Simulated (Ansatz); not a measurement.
Start from Ir in the fcc (Cu type) structure (space group Fm-3m, No. 225; relaxed with 0.1 eV smearing).

```yaml
crystal:
  lattice:
    - [0.00000, 1.92250, 1.92250]
    - [1.92250, 0.00000, 1.92250]
    - [1.92250, 1.92250, 0.00000]
  atoms:
    - { symbol: Ir, position: [0.00000, 0.00000, 0.00000] }
```

Cartesian axes are those of the cell as printed.

The values are results of DFT with r2SCAN, PAW potentials and a 500 eV plane-wave cutoff in Ansatz (a program for electronic structure), no spin-orbit coupling, not measurements.

One thing is altered: the cell is scaled by 0.9700 in all directions, atoms relaxed at fixed cell.

Task: Predict the stress tensor and what it implies for the stiffness.

Result: Stress of the strained cell less that of the base (GPa, compression positive):
```
   43.2     0.0     0.0
    0.0    43.2     0.0
    0.0     0.0    43.2
```

Then B = −ΔP/(ΔV/V₀) with ΔV/V₀ = -0.0873 gives secant stiffness values (nonlinear terms included at this strain): B ≈ 495 GPa.

As a check, the harmonic strain energy −½ V₀ Δσ:ε is 170 meV/atom; the computed energy rise is 153 meV/atom.

Stability against distortions was not tested. The final runs are not spin-polarised.
